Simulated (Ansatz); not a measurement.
The reference is WSi₂ (space group I4/mmm, No. 139; a = 3.202 Å, c = 7.818 Å; relaxed with 0.1 eV smearing).

The values are results of DFT with PBEsol, PAW potentials and a 420 eV plane-wave cutoff in Ansatz (a program for electronic structure), spin-orbit coupling left out, not measurements.

For the base:

| Item | Value |
|---|---|
| Pressure | 0.0 GPa |
| Band gap | zero |

Now apply this change: every lattice vector is shortened by 2.50 %; the atoms relax in the strained cell.

Task: What does the calculation give for the pressure after the change?

Result: The pressure (mean of the normal stresses, compression positive) goes from zero to 20.9 GPa.

Task: How does this affect the energy relative to the base?

Result: The energy increases by 59 meV/atom.

Task: How does this affect the band gap?

Result: The band gap is still zero.

Whether these cells are dynamically stable was not tested. The final runs are not spin-polarised.
